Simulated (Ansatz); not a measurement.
Reference: WS$_{2}$ (P6_3/mmc), r2SCAN+D4 with spin-orbit coupling, rigid bands (plane waves, PAW; Ansatz, a quantum-chemistry and plane-wave program); geometry: cell and atoms relaxed with r2SCAN, with a dispersion correction for WS2 (P6_3/mmc), MoS2 (P6_3/mmc).

WS2 is taken in the hexagonal space group P6₃/mmc (No. 194), Pearson symbol hP6. Conventional cell: a = b = 3.172 Å, c = 12.551 Å, α = β = 90.00°, γ = 120.00°. W on 2c is coordinated by 6 S at 2.406 Å (trigonal prismatic). S on 4f sees 3 W at 2.406 Å (trigonal pyramidal). (Neighbours: up to the widest gap in distance over summed covalent radii, below 1.35, at either atom; cation-cation and far metal-metal contacts left out.)

The band gap is 1.12 eV. The electron conductivity mass is 0.60 mₑ and the hole conductivity mass is 0.68 mₑ. The Seebeck coefficient, n-type 1e19 cm⁻³ comes out as -386 μV/K.

Task: Swap W for Mo, keeping the structure type. How do these values move?

Result: MoS₂ (P6_3/mmc): volume per atom 18.2 to 18.2 Å³; band gap falls (1.12 eV to 1.05 eV); electron conductivity mass rises (0.60 mₑ to 0.70 mₑ); hole conductivity mass rises (0.68 mₑ to 0.77 mₑ); Seebeck coefficient, n-type 1e19 cm⁻³ rises in size (-386 μV/K to -459 μV/K).

Moves up to 5 % count as about the same. Masses are for dilute carriers at 300 K, harmonic means over directions unless an axis is named. Seebeck coefficients are for the stated density at 300 K, with one relaxation time for all states and whether or not that doping can be reached.
